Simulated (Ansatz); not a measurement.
The parent structure is MoTe$_{2}$ (space group Fm-3m, No. 225; a = 6.6394 Å; a hypothetical phase, not in the database extracts checked).

Level of theory: r2SCAN/PAW in Ansatz (an electronic-structure program), no SOC.

One change was made to it. Results:

The density falls by 2.97 g/cm³ (7.97 g/cm³ → 5.00 g/cm³); the shortest interatomic distance decreases by 0.291 Å (2.875 Å → 2.584 Å).

Task: Which change produced these results?
A. Mo → Se
B. Te → Pt
C. Te → S

Result: C, Te → S. For comparison, the density in the other runs: Te → Pt gives 14.79 g/cm³; Mo → Se gives 6.14 g/cm³.

Other magnetic orders, which the real material may have, were not ruled out. Whether these cells are dynamically stable was not tested. As relaxed here, MoS2, MoPt2 and Te2Se are hypothetical phases, not in the database extracts checked. Spin-polarised in the final run: MoS2; the other runs are not. MoTe2 has a high density of states at the Fermi level and may be magnetic at this level.
